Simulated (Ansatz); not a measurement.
Surface energy of faces of bcc Fe, ferromagnetic in PBE and in RPBE, in Ansatz (plane waves, PAW). Symmetric slabs relaxed with PBE from ideal cuts in 1x1 cells (the lowest computed cut and spin start of each face; real faces may reconstruct in larger cells); RPBE values are single points on them, with the bulk at the same level. No spin-orbit coupling, no U.

| face | PBE (J/m²) | RPBE (J/m²) |
|---|---|---|
| (100) | 2.59 | 2.21 |
| (110) | 2.50 | 2.23 |
| (111) | 2.78 | 2.49 |
| (210) | 2.63 | 2.29 |
| (211) | 2.65 | 2.34 |
| (221) | 2.72 | ? |
| (310) | 2.60 | 2.25 |
| (332) | 2.72 | 2.41 |

Problem. Fit a straight line y = a·x + b by least squares to the 7 complete rows (x: PBE (J/m²); y: RPBE (J/m²)).

Solution. the means are x̄ = 2.6386 and ȳ = 2.3171; Σ(x − x̄)² = 0.049886 and Σ(x − x̄)(y − ȳ) = 0.052371, so a = 1.050 and b = ȳ − a·x̄ = -0.453. The largest residual is 0.058.

Problem. What does the line predict for the withheld row, (221), and what did the calculation give?

Solution. the line gives 2.40; the calculation gave 2.41, a miss of 0.01, of the size of the fitted rows' scatter and rounding.

Ansatz is an electronic-structure program.
